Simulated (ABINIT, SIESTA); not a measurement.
An ABINIT input for a self-consistent single point of YSb (Fm-3m, 2 atoms in the cell) (DFT, LDA (PW92), plane waves, norm-conserving pseudopotentials (PseudoDojo nc-sr-04 LDA standard)):

```
# YSb, PseudoDojo nc-sr-04 LDA standard
pp_dirpath "./"
pseudos "Y.upf, Sb.upf"
acell 3*1.0 Angstrom
rprim
        -0.0000000000    3.0436740000    3.0436740000
         3.0436740000    0.0000000000    3.0436740000
         3.0436740000    3.0436740000   -0.0000000000
natom 2
ntypat 2
znucl 39 51
typat 1 2
xcart
         3.0436740000    3.0436740000    3.0436740000
         0.0000000000    0.0000000000    0.0000000000
      Angstrom
ecut 42
occopt 3
tsmear 0.00367493
nband 18
kptopt 1
ngkpt 12 12 12
nshiftk 1
shiftk 0 0 0
nstep 60
tolvrs 1.0e-10
prtwf 0
prtden 0
prtvol 1
enunit 1
```

Write the same calculation as an input for SIESTA.

One input that does it (others would too):

```
# files in the folder: Y.psml Sb.psml (PseudoDojo LDA standard)
SystemName  YSb
SystemLabel ysb

NumberOfAtoms                2
NumberOfSpecies              2
%block ChemicalSpeciesLabel
  1 39 Y
  2 51 Sb
%endblock ChemicalSpeciesLabel
LatticeConstant              1.0 Ang
%block LatticeVectors
     0.000000000    3.043674000    3.043674000
     3.043674000    0.000000000    3.043674000
     3.043674000    3.043674000    0.000000000
%endblock LatticeVectors
AtomicCoordinatesFormat      Fractional
%block AtomicCoordinatesAndAtomicSpecies
     0.500000000    0.500000000    0.500000000  1
     0.000000000    0.000000000    0.000000000  2
%endblock AtomicCoordinatesAndAtomicSpecies

XC.functional                LDA
XC.authors                   PW92
PAO.BasisSize                DZP
PAO.EnergyShift              0.01 Ry
MeshCutoff                   350 Ry
%block kgrid.MonkhorstPack
   12   0   0  0.0
    0  12   0  0.0
    0   0  12  0.0
%endblock kgrid.MonkhorstPack
OccupationFunction           FD
ElectronicTemperature        0.1 eV

MaxSCFIterations             150
SCF.Mixer.Method             Broyden
SCF.Mixer.Weight             0.1
SCF.Mixer.History            8
SCF.DM.Tolerance             1.0E-04
Diag.ParallelOverK           true
WriteForces                  true
```

Basis, cutoffs, solver keys and any potentials are the target program's own. This input uses DFT, LDA PW92, numerical atomic orbitals DZP, PseudoDojo LDA standard norm-conserving potentials (rewritten from UPF to PSML). LDA parametrisations can differ slightly between programs. Both were run: pressure -0.94 GPa in ABINIT and -1.28 in SIESTA.

On SIESTA: the starting cell comes from a database of computed structures (which also holds hypothetical and non-ambient phases and stackings), without a prior relaxation at this level. For this run, on top of that: lattice scaled by 0.98. Values carry the incompleteness of an atom-centred basis.

On ABINIT: the starting cell comes from a database of computed structures (which also holds hypothetical and non-ambient phases and stackings), without a prior relaxation at this level. For this run, on top of that: lattice scaled by 0.98.
